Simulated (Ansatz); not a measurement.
Partial pair distribution functions of a relaxed model of amorphous Si$_{12}$Sb$_{12}$Se$_{36}$, broadened by 0.06 Å; density 4.70 g/cm³. Calculation: PBE-D3(BJ), scalar-relativistic without spin-orbit coupling, PAW (Ansatz default set, large-core Se) (plane waves to 420 eV; Ansatz, a first-principles code).

A CHGNet melt-quench gave the starting glass, which DFT then relaxed. The hot cell started wider than the set density and was brought back towards it in steps. It is the lowest in DFT energy of 3 quenches. It is a model cell: composition and starting density were chosen by hand, and all elements were melted together. The geometry includes D3(BJ) dispersion. Its density started from a set value of 4.37 and ended at 4.70 g/cm³. The quench (nominally 79 K/ps over its main leg) was far faster than any real one, so the model tends to hold more defects than a real film. A cell of this size samples the disorder only roughly. Volume and shape were free in the relaxation. Stress components on the final sampling reach 0.7 GPa. Cycles of charging lowered its energy after that relaxation.

```csv
r (Å),g Si-Se,g Sb-Se,g Si-Si,g Sb-Sb
2.05,0.01,0.00,0.00,0.00
2.15,1.18,0.00,0.00,0.00
2.25,10.97,0.00,0.00,0.00
2.35,12.17,0.00,0.00,0.00
2.45,1.72,0.07,0.00,0.00
2.55,0.04,0.98,0.00,0.00
2.65,0.00,4.33,0.00,0.00
2.75,0.00,4.17,0.01,0.42
2.85,0.00,1.43,0.69,3.35
2.95,0.08,1.37,4.45,2.75
3.05,0.21,1.73,2.85,1.39
3.15,0.05,2.48,0.15,0.51
3.25,0.18,1.65,0.01,0.01
3.35,0.35,1.10,0.43,0.09
3.45,0.24,0.73,1.74,0.86
3.55,0.05,0.42,2.97,0.53
3.65,0.18,0.60,1.60,0.27
3.75,0.39,0.71,0.89,1.01
3.85,0.68,1.02,0.73,1.93
3.95,0.64,0.93,0.16,1.79
4.05,0.70,0.86,0.67,2.19
4.15,0.86,0.87,0.32,2.24
4.25,1.38,0.76,0.01,1.46
4.35,1.54,0.93,0.00,0.42
4.45,1.24,0.74,0.15,0.83
4.55,1.21,0.75,0.58,0.80
4.65,1.11,0.74,0.15,0.12
4.75,0.96,1.19,0.16,0.78
4.85,1.38,0.83,0.86,1.81
4.95,1.21,0.50,0.48,0.73
5.05,1.04,0.69,0.05,1.63
5.15,1.02,1.06,0.53,0.89
5.25,0.78,0.84,0.75,0.32
5.35,0.94,0.67,0.41,0.46
5.45,1.08,1.01,0.24,0.45
```

Within 2.60 Å each Si has 3.83 Se neighbours on average.
